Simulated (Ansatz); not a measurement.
We consider CsCl-type CoAl, described by PBEsol in Ansatz (PAW).

Numerical settings: plane-wave cutoff 520 eV, 20×20×20 k mesh, Fermi–Dirac smearing 0.05 eV, no spin polarisation, scalar-relativistic PAW data made under PBE.

Cell (relaxed at this level):

```yaml
crystal:
  lattice:
    - [2.82273, 0.00000, 0.00000]
    - [0.00000, 2.82273, 0.00000]
    - [0.00000, 0.00000, 2.82273]
  atoms:
    - { symbol: Al, position: [0.50000, 0.50000, 0.50000] }
    - { symbol: Co, position: [0.00000, 0.00000, 0.00000] }
```

Q: What does this level give for the bulk modulus B0 and pressure derivative B′ of the bulk modulus?

A: 
bulk modulus B0: 194 GPa
pressure derivative B′ of the bulk modulus: 4.3

The run finds no gap.

Measured, for comparison: bulk modulus 162 GPa (room temperature, not corrected to a static lattice; as tabulated in Yamada et al. (2019), arXiv:1910.09660). Computed (rounded) less measured: bulk modulus +20 %.

Computed values are for the static lattice.

The result took about 50 core-seconds (a rough figure).

Ansatz is a program for electronic structure.
